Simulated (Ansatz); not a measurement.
Start from Li in the bcc (W type) structure (space group Im-3m, No. 229; a = 3.4763 Å; relaxed with 0.1 eV smearing). Axes: x, y, z lie along the cube axes.

Method: r2SCAN/PAW in Ansatz (a program for electronic structure), no spin-orbit coupling, earlier PAW set.

Strains are applied to the cell and any free atomic positions relax; under biaxial strain the out-of-plane vector relaxes too.

One change was made to it. Results:

The energy hardly moves; the shortest interatomic distance stays essentially unchanged (3.011 Å against 3.012 Å).

**Question.** Name the change that was made.
A. uniaxial strain ε_yy = −5.68 %
B. uniaxial strain ε_yy = −0.74 %
C. biaxial strain −2.19 %, plane normal [001], relaxed out of plane
D. uniaxial strain ε_yy = −1.11 %
E. tensor shear ε_xz = +0.63 %

**Answer.** C, biaxial strain −2.19 %, plane normal [001], relaxed out of plane. For comparison, the shortest interatomic distance in the other runs: uniaxial strain ε_yy = −0.74 % gives 3.003 Å; tensor shear ε_xz = +0.63 % gives 2.998 Å; uniaxial strain ε_yy = −1.11 % gives 2.999 Å; uniaxial strain ε_yy = −5.68 % gives 2.955 Å.

No phonon test of stability was made.
